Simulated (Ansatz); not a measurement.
BeS (model structure, started from the CdTe type, P6₄22, No. 181, 6 atoms in the cell), treated with PBEsol (PAW; Ansatz, a quantum-chemistry and plane-wave program).

Settings: plane-wave cutoff 520 eV, 12×12×6 k mesh (along the axes of the cell as run), Fermi–Dirac smearing 0.01 eV, scalar-relativistic PAW data made under PBE.

Cell (relaxed with PBEsol):

```yaml
crystal:
  lattice:
    - [3.42364, 0.00000, 0.00000]
    - [-1.71182, 2.96496, 0.00000]
    - [0.00000, 0.00000, 7.74593]
  atoms:
    - { symbol: Be, position: [0.00000, 0.50000, 0.66667] }
    - { symbol: Be, position: [0.50000, 0.50000, 0.00000] }
    - { symbol: Be, position: [0.50000, 0.00000, 0.33333] }
    - { symbol: S, position: [0.00000, 0.50000, 0.16667] }
    - { symbol: S, position: [0.50000, 0.50000, 0.50000] }
    - { symbol: S, position: [0.50000, 0.00000, 0.83333] }
```

Problem. Estimate the band gap, smallest direct gap on the k points sampled and Γ–Γ gap that the calculation returns.

Solution. 
- band gap = 2.47 eV (indirect)
- smallest direct gap on the k points sampled = 3.77 eV
- Γ–Γ gap = 3.91 eV

Note: the relaxation could raise the start's symmetry but not lower it, so the cell can be a saddle point.

Computing time: around 20 core-seconds (rough).

A model structure was made by putting elements into a prototype or built by hand; it is no filed structure, need not be a known phase, and can be a saddle point held by its symmetry.
